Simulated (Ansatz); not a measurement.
# A computed series for hypothetical fluorite MoS2: response to strain

Consider MoS2 in the fluorite structure (space group Fm-3m, No. 225; a = 5.9458 Å; ferromagnetic; a hypothetical phase, not in the database extracts checked; relaxed with 0.1 eV smearing). Axes: x, y, z lie along the cube axes.

Strains are applied to the cell and any free atomic positions relax; under biaxial strain the out-of-plane vector relaxes too; under stress the whole cell relaxes.

All numbers come from Kohn–Sham DFT with the PBE functional, run in Ansatz (a first-principles code) with PAW and 420 eV plane waves, without spin-orbit coupling.

Notes on the quantities. energy relative to the base: free energy F.

```csv
case,volume per atom,energy relative to the base
base,17.52 Å³,0 meV/atom
"biaxial strain +1.41 %, plane normal [001], relaxed out of plane",17.85 Å³,+5.1 meV/atom
isotropic strain +2.22 %,18.71 Å³,+27 meV/atom
uniaxial strain ε_yy = −0.20 %,17.48 Å³,0.0 meV/atom
tensor shear ε_xz = +3.12 %,17.50 Å³,+6.0 meV/atom
"uniaxial stress, 1 GPa compression along z",17.47 Å³,+0.3 meV/atom
tensor shear ε_yz = −1.61 %,17.51 Å³,+1.6 meV/atom
```

Other magnetic orders, which the real material may have, were not ruled out. Beyond what the load breaks, stability against distortions was not tested.
